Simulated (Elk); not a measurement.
## Worked example: self-consistent single point of Pb (Fm-3m, 1 atom in the cell) in Elk

Method of the run: PBE, all-electron FP-LAPW, Elk's shipped species files, APW+lo basis with extra local orbitals (Elk 10.2.4).

Input:

```
tasks
  0

xctype
  20

rgkmax
  8.0

gmaxvr
  16.0

nxlo
  2

lorbcnd
  .true.

lmaxi
  2

stype
  0

swidth
  0.00499791

scale
  6.716510234

avec
    0.0000000000    0.7071067812    0.7071067812
    0.7071067812    0.0000000000    0.7071067812
    0.7071067812    0.7071067812    0.0000000000

sppath
  './'

atoms
  1   : nspecies
  'Pb.in'   : spfname
  1   : natoms; atposl, bfcmt below
  0.0000000000  0.0000000000  0.0000000000    0.0 0.0 0.0

ngridk
  13 13 13
```

Output (repeated stretches shortened):

```
│ Elk code version 10.2.4 │

All units are atomic (Hartree, Bohr, etc.)

│ Ground-state run starting from atomic densities │

Lattice vectors :
   0.000000000       4.749289932       4.749289932
   4.749289932       0.000000000       4.749289932
   4.749289932       4.749289932       0.000000000

Unit cell volume      :    214.2476390
Brillouin zone volume :    1.157773381

Muffin-tin inner radius fraction :   0.1000000000E-01

Nuclei treated as point charges

Species :    1 (Pb)
 parameters loaded from : Pb.in
 name : lead
 nuclear charge    :   -82.00000000
 electronic charge :    82.00000000
 atomic mass :    377702.4940
 muffin-tin radius :    2.800000000
 number of radial points in muffin-tin :    697
 atomic positions (lattice), magnetic fields (Cartesian) :
   1 :   0.00000000  0.00000000  0.00000000    0.00000000  0.00000000  0.00000000

Total number of atoms per unit cell :    1

Spin treatment :
 spin-unpolarised

Number of Bravais lattice symmetries :   48
Number of crystal symmetries         :   48
Crystal has inversion symmetry
Real symmetric eigensolver will be used

k-point grid :     13    13    13
k-point offset :    0.000000000       0.000000000       0.000000000
k-point set is reduced with full crystal symmetry group
Total number of k-points :       84

Muffin-tin radius times maximum |G+k| :    8.000000000
 using average radius
Maximum |G+k| for APW functions       :    2.857142857
Maximum (1/2)|G+k|²                   :    4.081632653
Maximum |G| for potential and density :    16.00000000
 potential will be trimmed for |G| > 2 gkmax
Constant for pseudocharge density :   11
Radial integration step length :    4

G-vector grid sizes :     35    35    35
Number of G-vectors :    14841

Maximum angular momentum used for
 APW functions                      :    8
 outer part of muffin-tin           :    6
 inner part of muffin-tin           :    2

Total nuclear charge    :   -82.00000000
Total core charge       :    68.00000000
Total valence charge    :    14.00000000
Total excess charge     :    0.000000000
Total electronic charge :    82.00000000

Effective Wigner radius, rₛ :   0.8544195843

Number of empty states         :    4
Total number of valence states :   11
Total number of core states    :   68

Conduction state local-orbitals added automatically
Total number of local-orbitals :   80

Exchange-correlation functional :     20     0     0
 Perdew-Burke-Ernzerhof, Phys. Rev. Lett. 77, 3865 (1996)
 gradient requirement :    1
 generalised gradient approximation (GGA)

Smearing type :    0
 Gaussian
Smearing width :   0.4997910000E-02
Effective electronic temperature (K) :    1578.215154

Mixing type :    3
 Broyden mixing, J. Phys. A: Math. Gen. 17, L317 (1984)

Kohn-Sham potential initialised from atomic data

│ Self-consistent loop started │
│ Loop number : 1 │
 total energy                :     -20935.3584953
│ Loop number : 2 │
 total energy                :     -20935.3511550
RMS change in Kohn-Sham potential (target) :   0.1644538405     (  0.1000000000E-05)
Absolute change in total energy (target)   :   0.7340345572E-02 (  0.1000000000E-03)
│ Loop number : 3 │
 total energy                :     -20934.6332227
RMS change in Kohn-Sham potential (target) :   0.1449159395     (  0.1000000000E-05)
Absolute change in total energy (target)   :   0.7197673314     (  0.1000000000E-03)
│ Loop number : 4 │
 total energy                :     -20931.6231620
RMS change in Kohn-Sham potential (target) :   0.6924036270E-01 (  0.1000000000E-05)
Absolute change in total energy (target)   :    3.190002601     (  0.1000000000E-03)
│ Loop number : 5 │
 total energy                :     -20929.7323348
RMS change in Kohn-Sham potential (target) :   0.2190844146E-01 (  0.1000000000E-05)
Absolute change in total energy (target)   :    2.688327781     (  0.1000000000E-03)
│ Loop number : 6 │
 total energy                :     -20929.0574120
RMS change in Kohn-Sham potential (target) :   0.5216796201E-02 (  0.1000000000E-05)
Absolute change in total energy (target)   :    1.347004776     (  0.1000000000E-03)
│ Loop number : 7 │
 total energy                :     -20928.8363516
RMS change in Kohn-Sham potential (target) :   0.2261843770E-03 (  0.1000000000E-05)
Absolute change in total energy (target)   :   0.5578116234     (  0.1000000000E-03)
│ Loop number : 8 │
 total energy                :     -20928.8235193
RMS change in Kohn-Sham potential (target) :   0.1498662781E-03 (  0.1000000000E-05)
Absolute change in total energy (target)   :   0.1522852282     (  0.1000000000E-03)
│ Loop number : 9 │
 total energy                :     -20928.8085623
RMS change in Kohn-Sham potential (target) :   0.6015948906E-04 (  0.1000000000E-05)
Absolute change in total energy (target)   :   0.5302824335E-01 (  0.1000000000E-03)
│ Loop number : 10 │
 total energy                :     -20928.8022124
RMS change in Kohn-Sham potential (target) :   0.4023670340E-05 (  0.1000000000E-05)
Absolute change in total energy (target)   :   0.1960695247E-01 (  0.1000000000E-03)
│ Loop number : 11 │
 total energy                :     -20928.8020373
RMS change in Kohn-Sham potential (target) :   0.1482551191E-05 (  0.1000000000E-05)
Absolute change in total energy (target)   :   0.5076885973E-02 (  0.1000000000E-03)
│ Loop number : 12 │
 total energy                :     -20928.8020354
RMS change in Kohn-Sham potential (target) :   0.3818925564E-06 (  0.1000000000E-05)
Absolute change in total energy (target)   :   0.1271156067E-02 (  0.1000000000E-03)
│ Loop number : 13 │
 total energy                :     -20928.8020284
RMS change in Kohn-Sham potential (target) :   0.7417912423E-07 (  0.1000000000E-05)
Absolute change in total energy (target)   :   0.3247723289E-03 (  0.1000000000E-03)
│ Loop number : 14 │
 total energy                :     -20928.8020282
RMS change in Kohn-Sham potential (target) :   0.1779031297E-07 (  0.1000000000E-05)
Absolute change in total energy (target)   :   0.8137638360E-04 (  0.1000000000E-03)
Convergence targets achieved

│ Loop number : 15 │

Energies :
 Fermi                       :     0.225836052144
 sum of eigenvalues          :     -12945.3798933
 electron kinetic            :      24369.8620008
 core electron kinetic       :      24240.2273814
 Coulomb                     :     -44908.2028776
 Coulomb potential           :     -36804.3326231
 nuclear-nuclear             :     -1345.31517919
 electron-nuclear            :     -50321.4427737
 Hartree                     :      6758.55507530
 Madelung                    :     -26506.0365660
 xc potential                :     -510.909270987
 exchange                    :     -385.444427800
 correlation                 :     -5.01672390173
 total energy                :     -20928.8020285

Density of states at Fermi energy :    18.18771101
 (states/Hartree/unit cell)

Estimated indirect band gap :   0.1096835296E-02
 from k-point     68 to k-point     56
Estimated direct band gap   :   0.5686970210E-01
 at k-point     84

Charges :
 core                        :    68.00000000
 valence                     :    14.00000000
 interstitial                :    1.707844264
 muffin-tins (core leakage)
  species :    1 (Pb)
   atom    1                 :    80.29215574     (  0.1189518059E-02)
 total in muffin-tins        :    80.29215574
 total calculated charge     :    81.99917770
 total charge                :    82.00000000
 error                       :   0.8223042086E-03

│ Self-consistent loop stopped │
```

The run converged in 15 iterations. The count includes the last loop, which Elk runs after its targets are met.

The starting cell comes from a database of computed structures (which also holds hypothetical and non-ambient phases and stackings), without a prior relaxation at this level. Its lattice was rescaled by a random factor within 2.5 % of one. Spin-orbit coupling is off. Values depend on the basis (sphere radii, cutoffs, local orbitals), which need not be converged. The log's line on a gap gives a spacing of levels on this mesh, which the program prints for metals too.
